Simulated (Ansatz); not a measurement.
# SnSiO₃ (model structure, started from the tetragonal perovskite type, P4mm, No. 99, 5 atoms in the cell)

All values below come from r²SCAN+SOC (Ansatz, a first-principles code, plane waves, PAW).

Run with plane-wave cutoff 560 eV, 10×10×8 k mesh (along the axes of the cell as run), Fermi–Dirac smearing 0.01 eV, PAW data made under PBE.

Cell (relaxed with PBEsol):

```xyz
5
Lattice="3.4661 0.0000 0.0000 0.0000 3.4661 0.0000 0.0000 0.0000 4.6892" Properties=species:S:1:pos:R:3 pbc="T T T"
Si     1.7330     1.7330     2.2992
Sn     0.0000     0.0000     0.0701
O      1.7330     1.7330     3.9301
O      1.7330     0.0000     1.7880
O      0.0000     1.7330     1.7880
```

```yaml
band_gap: 1.25 eV (indirect)
smallest_direct_gap_on_the_k_points_sampled: 1.83 eV
direct gap at Γ: 4.55 eV
```

Note: the relaxation could raise the start's symmetry but not lower it, so the cell can be a saddle point; cell and atoms aren't relaxed at this level (largest force component 0.39 eV/Å, pressure -0.2 GPa).

Static lattice: no zero-point or thermal effects.

A model structure was made by putting elements into a prototype or built by hand; it is no filed structure, need not be a known phase, and can be a saddle point held by its symmetry.
